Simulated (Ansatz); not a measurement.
H_F in rock-salt LiF: one set of geometries, relaxed with PBE, evaluated in Ansatz (PAW, plane waves to 420 eV, 500 eV under r2SCAN) with PBE, r2SCAN.

Details: 64-site cell; 2×2×2 shifted k-points; start: the F site; charged states image-corrected; not converged in cell size.

```csv
quantity,PBE,r2SCAN
host gap (eV),8.83,9.79
ε(+1/0) above the VBM (eV),1.94,2.42
largest moment on one atom at charge +1 (μB),0.69,0.70
"neutral formation energy against F2 molecule in a box, H2 molecule in a box (eV)",5.17,5.51
```

PBE narrows the gap by 0.96 eV against r2SCAN, the highest level run, and puts the levels 0.48 eV lower above the valence-band maximum on average.

Ansatz is a first-principles code.
